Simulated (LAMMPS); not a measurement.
LAMMPS 22 Jul 2025, classical MD, SNAP (Cu_Zuo_JPCA2020.snapcoeff): Cu, 500 atoms.

```
Item                                                                                                 Value
-----------------------------------------------  ---------------------------------------------------------
task                                                                                               MD, nve
potential                                        SNAP, Cu_Zuo_JPCA2020.snapcoeff Cu_Zuo_JPCA2020.snapparam
copies of the repeat unit                                                                            5×5×5
shape (slab and sphere leave vacuum in the box)                                                       bulk
steps                                                                                                  400
timestep                                                                                              1 fs
thermo                                                                                                  50
newton                                                                                        on (default)
atom_modify sort (bins of 2 Å where set)                                                    1000 (default)
comm_style                                                                                 brick (default)
box                                                                                   18.1 × 18.1 × 18.1 Å
start                                                      generated fcc lattice, warmed in an untimed run
```

All runs start from one configuration, warmed at this fixed volume for 300 steps under a thermostat at 100 K. The run at a skin of 2 Å has a mean temperature of 103 K and a mean pressure of 2.9 GPa.

One run each, on a shared machine, so no times are given.

With neigh_modify every 1 delay 0 check yes, skins of 0.1, 0.3, 0.5, 1, 1.5, 2, 3 Å were run. Further schedules:
- skin 1 Å, every 100 delay 0 check no
- skin 2 Å, every 1 delay 10 check yes
- skin 0.3 Å, every 100 delay 0 check no
- skin 2 Å, every 100 delay 0 check no
- skin 1 Å, every 20 delay 0 check no
- skin 0.3 Å, every 1 delay 10 check yes
- skin 1 Å, every 10 delay 0 check yes

A schedule rebuilds too seldom if it shows a dangerous build, rebuilds less often than the check at every step does at that skin, or fails.

Question: How often does the distance check rebuild the lists at each skin, and which schedules rebuild too seldom?

Answer: With the check at every step the rebuilds are 36 at 0.1 Å, 12 at 0.3 Å, 6 at 0.5 Å, 0 at 1 Å, 0 at 1.5 Å, 0 at 2 Å, 0 at 3 Å. Too seldom: skin 0.3 Å, every 100 delay 0 check no.

| setting | rebuilds | dangerous builds | list entries an atom | change of the total energy (meV/atom) |
|---|---|---|---|---|
| skin 0.1 Å, every 1 delay 0 check yes | 36 | — | 18.0 | under 0.001 |
| skin 0.3 Å, every 1 delay 0 check yes | 12 | — | 25.6 | under 0.001 |
| skin 0.5 Å, every 1 delay 0 check yes | 6 | — | 42.0 | under 0.001 |
| skin 1 Å, every 1 delay 0 check yes | 0 | — | 46.9 | under 0.001 |
| skin 1.5 Å, every 1 delay 0 check yes | 0 | — | 54.7 | under 0.001 |
| skin 2 Å, every 1 delay 0 check yes | 0 | — | 78.0 | under 0.001 |
| skin 3 Å, every 1 delay 0 check yes | 0 | — | 134 | under 0.001 |
| skin 1 Å, every 100 delay 0 check no | 4 | not counted | 47.0 | under 0.001 |
| skin 2 Å, every 1 delay 10 check yes | 0 | 0 | 78.0 | under 0.001 |
| skin 0.3 Å, every 100 delay 0 check no | 4 | not counted | 25.6 | under 0.001 |
| skin 2 Å, every 100 delay 0 check no | 4 | not counted | 78.0 | under 0.001 |
| skin 1 Å, every 20 delay 0 check no | 20 | not counted | 47.0 | under 0.001 |
| skin 0.3 Å, every 1 delay 10 check yes | 12 | 0 | 25.6 | under 0.001 |
| skin 1 Å, every 10 delay 0 check yes | 0 | 0 | 46.9 | under 0.001 |

Where the energy changes as in the checked runs, the late rebuilds cost nothing that shows in this run. List entries are as LAMMPS prints them (Ave neighs/atom).
